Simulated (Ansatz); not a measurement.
Start from PbTe in the rock salt structure (space group Fm-3m, No. 225; a = 6.5690 Å).

The values are results of Ansatz (a first-principles code), PBE, PAW, cutoff 420 eV, spin-orbit coupling left out, not measurements.

Before the change:

| Property | Value |
|---|---|
| Gap between the host's bands | 0.83 eV |
| Gap character | direct at L |

Modification: 0.496 electrons added to each cell, a density of 7.0×10^21 cm⁻³, with a uniform compensating background at fixed cell and a 300 K Fermi–Dirac width.

Task: Estimate the effect on the gap between the host's bands, Fermi level from band edge and gap character.

Result: The gap between the host's bands shrinks by 0.06 eV to 0.77 eV; the Fermi level relative to the doped band's edge (positive inside the band; to 0.05 eV) is +0.80 eV; the gap character is still direct at L.

Carriers are added with a uniform compensating background; total energy and stress of such cells depend on the potential's zero and are not compared; many-body gap narrowing is missing at this level. With Pb and Te present, leaving out spin-orbit coupling can change the band edges. Stability against distortions was not tested.
